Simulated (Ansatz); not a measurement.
System: stishovite (SiO2). Method: B3LYP (VWN-RPA form) in Ansatz (PAW).

Run with plane-wave cutoff 460 eV, 6×6×8 k mesh (along the axes of the cell as run), Fermi–Dirac smearing 0.01 eV, scalar-relativistic PAW data made under PBE.

The cell has the measured lattice parameters. Conventional cell: a = 4.1790 Å, b = 4.1790 Å, c = 2.6649 Å, α = 90.00°, β = 90.00°, γ = 90.00°.

```yaml
crystal:
  lattice:
    - [4.17900, 0.00000, 0.00000]
    - [0.00000, 4.17900, 0.00000]
    - [0.00000, 0.00000, 2.66490]
  atoms:
    - { symbol: Si, position: [0.00000, 0.00000, 0.00000] }
    - { symbol: Si, position: [0.50000, 0.50000, 0.50000] }
    - { symbol: O, position: [0.30566, 0.30566, 0.00000] }
    - { symbol: O, position: [0.80566, 0.19434, 0.50000] }
    - { symbol: O, position: [0.19434, 0.80566, 0.50000] }
    - { symbol: O, position: [0.69434, 0.69434, 0.00000] }
```

Question: List the 20 lowest band energies at Γ above −25 eV (eV, relative to the valence band maximum), grouping those that round alike.

Answer: At Γ: -23.74, -20.01 (×2), -19.71, -11.21, -6.57 (×2), -6.49, -5.43, -5.08, -3.07 (×2), -2.40, -0.84 (×2), 0.00, 8.09, 9.21, 11.10 (×2).

Note: the run warned that its exchange threshold was loose for the stress; cell and atoms aren't relaxed at this level (largest force component 0.08 eV/Å, pressure 5.4 GPa).

Ansatz is a quantum-chemistry and plane-wave program.
